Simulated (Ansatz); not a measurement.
Consider HfS₂ in the CdI2 type structure (space group P-3m1, No. 164; a = 3.547 Å, c = 5.577 Å; layered, stacked along the Cartesian z axis). Axes: x lies along a and z along c of the hexagonal cell.

The values are results of Ansatz (a quantum-chemistry and plane-wave program) PBEsol-D3(BJ), spin-orbit coupling left out, not measurements.

Strains are applied to the cell and any free atomic positions relax.

One change was made to it. Results:

```json
[
 {"quantity": "energy relative to the base (free energy F)", "base": "0 meV/atom", "after": "+87 meV/atom"},
 {"quantity": "pressure (mean of the normal stresses, compression positive)", "base": "0.01 GPa", "after": "-6.21 GPa"}
]
```

Q: Name the change that was made.
A. uniaxial strain ε_xx = −2.90 %
B. uniaxial strain ε_xx = +0.23 %
C. uniaxial strain ε_yy = +5.13 %
D. isotropic strain +5.95 %

A: D, isotropic strain +5.95 %. For comparison, the energy relative to the base in the other runs: uniaxial strain ε_xx = +0.23 % gives +0.1 meV/atom; uniaxial strain ε_xx = −2.90 % gives +8.7 meV/atom; uniaxial strain ε_yy = +5.13 % gives +24 meV/atom.

Whether these cells are dynamically stable was not tested.
